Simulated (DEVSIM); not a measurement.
Structure: GaAs n+/n-/n+ resistor, at 350 K.

Layer 1 from the left is GaAs, thickness (μm) 0.560, Nd (cm⁻³) 2.8e17, τn (s) 5.2e-10, τp (s) 5.2e-10. Layer 2 from the left is GaAs, thickness (μm) 2.60, Nd (cm⁻³) 1.3e14, τn (s) 5.2e-10, τp (s) 5.2e-10. Layer 3 from the left is GaAs, thickness (μm) 0.200, Nd (cm⁻³) 2.3e17, τn (s) 5.2e-10, τp (s) 5.2e-10.

Left contact: ohmic. Right contact: ohmic. Voltage is applied to the left contact. Recombination: SRH at mid-gap, radiative. Mobility is μmin + (μ − μmin)/(1 + (N/Nref)^α).

Constants are typed, rounded textbook-type inputs, not results; the design itself was drawn at random and stands for no fabricated device. Values at 300 K; Nc and Nv go as T^1.5, mobilities as T to minus their exponent, the gap by Varshni's rule with the affinity fixed.

GaAs: gap (eV) 1.424, affinity (eV) 4.07, permittivity 12.9, Nc (cm⁻³) 4.7e17, Nv (cm⁻³) 9e18, μn (cm²/Vs) 8500, μp (cm²/Vs) 400, μn,min 500, μp,min 20, Nref,n 6e16, Nref,p 1.5e17, αn 0.39, αp 0.38, T exponent of μn 2.1, T exponent of μp 2.2, B (cm³/s) 2e-10, Varshni α (eV/K) 0.000541, Varshni β (K) 204.

Model (solved in DEVSIM): 1D drift-diffusion, Boltzmann statistics, complete ionisation; no tunnelling, impact ionisation, image-force lowering or self-heating.

Problem. What does the simulation give for the dark forward voltage at 100 A/cm²?

Solution. dark forward voltage at 100 A/cm² 0.112 V.
